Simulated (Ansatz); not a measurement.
Input:

```yaml
crystal:
  lattice:
    - [3.45231, 0.00000, 0.00000]
    - [-1.72616, 2.98979, 0.00000]
    - [0.00000, 0.00000, 12.53561]
  atoms:
    - { symbol: Se, position: [0.00000, 0.00000, 0.00000] }
    - { symbol: Se, position: [0.33333, 0.66667, 0.74493] }
    - { symbol: Se, position: [0.66667, 0.33333, 0.25507] }
    - { symbol: Os, position: [0.66667, 0.33333, 0.85281] }
    - { symbol: Pb, position: [0.00000, 0.00000, 0.50000] }
    - { symbol: Os, position: [0.33333, 0.66667, 0.14719] }
```

Spin-polarised, with starting moments of sign Se0 Se0 Se0 Os+ Pb0 Os+.

Level of theory: r2SCAN, PAW, 500 eV (Ansatz, a first-principles code; no SOC). k-mesh 16×16×4 (Γ-centred); smearing 0.05 eV (Fermi–Dirac).

### Question
Predict the band gap and largest site moment.

### Answer
- Band gap = zero
- Largest site moment = 0.49 μB

Other magnetic orders, which the real material may have, were not ruled out. Each cell is one ordered arrangement of few atoms, which overstates ordering effects compared with a random alloy. No phonon test of stability was made. The cell was made from PbSe by this change: x(Os) = 0.667, 6 atoms, P-3m1. Under x(Os) = 0.667, 6 atoms, P-3m1 the cell changed shape so far that it is another structure.
